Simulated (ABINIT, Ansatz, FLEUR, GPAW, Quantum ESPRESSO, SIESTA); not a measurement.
One structure in several programs: Mg6AlSi (Amm2, 8 atoms in the cell)

Self-consistent single point.

```
CELL_PARAMETERS angstrom
      5.15318     0.00000     0.00000
      0.00000     3.03442     5.28658
      0.00000    -3.03442     5.28658
ATOMIC_POSITIONS crystal
  Mg 0.00000 0.34044 0.83104
  Mg 0.00000 0.83104 0.34044
  Mg 0.00000 0.33250 0.33250
  Mg 0.50000 0.16202 0.66768
  Mg 0.50000 0.66768 0.16202
  Mg 0.50000 0.16730 0.16730
  Al 0.00000 0.83076 0.83076
  Si 0.50000 0.66825 0.66825
```

All programs got the same cell, k-point mesh and kind of occupations (in Ansatz's words: kpoints.mp_grid.grid = 3 3 3; scf.occupations.method = fermi_dirac; scf.occupations.width = 0.1 eV); potentials, basis and cutoffs are each program's usual ones.

```
code                                                                                                                                      model  pressure (GPa)  largest force (eV/Å)  k-points           cutoff
----------------  -----------------------------------------------------------------------------------------------------------------------------  --------------  --------------------  --------  ---------------
Quantum ESPRESSO                                                                           PBEsol, GBRV 1.5 ultrasoft (PBESOL) pseudopotentials           -1.60                 0.115         8            40 Ry
GPAW                                                                                      PBEsol, GPAW PAW datasets PBEsol (made by gpaw-setup)           -1.58                 0.115         8           850 eV
FLEUR                                                                           PBEsol, all-electron FLAPW (FLEUR), scalar-relativistic valence               –                 0.114         8  Kmax 3.8 1/bohr
SIESTA            GGA PBEsol, numerical atomic orbitals DZP, PseudoDojo PBEsol standard norm-conserving potentials (rewritten from UPF to PSML)            1.11                 0.094        14      grid 300 Ry
ABINIT                                                           PBEsol, norm-conserving pseudopotentials (PseudoDojo nc-sr-04 PBEsol standard)           -1.57                 0.109         8            84 Ry
Ansatz                                                                                                          PBEsol, PAW files made with PBE           -1.60                 0.113         8           420 eV
```

Size of the force on each atom (eV/Å): Sizes of forces hide their directions.

```csv
code,Mg1,Mg2,Mg3,Mg4,Mg5,Mg6,Al7,Si8
Quantum ESPRESSO,0.035,0.035,0.041,0.020,0.020,0.026,0.115,0.037
GPAW,0.036,0.036,0.042,0.018,0.018,0.026,0.115,0.038
FLEUR,0.036,0.036,0.042,0.018,0.018,0.026,0.114,0.037
SIESTA,0.045,0.045,0.094,0.063,0.063,0.094,0.089,0.092
ABINIT,0.037,0.037,0.044,0.016,0.016,0.030,0.109,0.034
Ansatz,0.035,0.035,0.041,0.019,0.019,0.026,0.113,0.036
```

A dash marks a value that a program does not give, or that is left out as unsure.

The spread over the programs that give each value: pressure within 2.71 GPa; largest force within 0.021 eV/Å.

The starting cell comes from a database of computed structures (which also holds hypothetical and non-ambient phases and stackings), without a prior relaxation at this level. On Ansatz's run: Without a gap this mesh is coarse (it stands for a supercell whose shortest vector is 15 Å).

**Question.** Why do the programs differ, and what cannot be compared?

**Answer.** Differences of this kind can come from the potentials, where these differ, and from what each basis and cutoff leave unconverged. The zero of total energies and Fermi levels follows the potentials and each program's conventions, so they are not compared here. SIESTA uses small atom-centred bases, whose incompleteness enters pressures, forces and empty levels differently from a plane-wave cutoff. FLEUR treats all electrons, but the usual bases taken here (sphere radii, linearisation, local orbitals, empty states) were not tested for convergence, so the values are no reference for the others. Ansatz's pressure is given at a fixed set of plane waves, as the other plane-wave codes print theirs. The programs reduce the same mesh by symmetry to different extents, which changes the work and not the result. In the pressure, SIESTA (by 2.70) lies more than 1 GPa from the median of the plane-wave programs. In the force vectors, SIESTA (by 0.082) lies more than 0.08 eV/Å from the median of the plane-wave programs.

The shared mesh is coarse (it stands for a supercell whose shortest vector is 15 Å), so the values are not converged in it.

Left out of this page: CP2K (unsound by tests on forces, stress, charge or solver warnings); Elk (not drawn, or without a comparable value).

Ansatz is a program for electronic structure.

Keys are those of Ansatz 0.2.
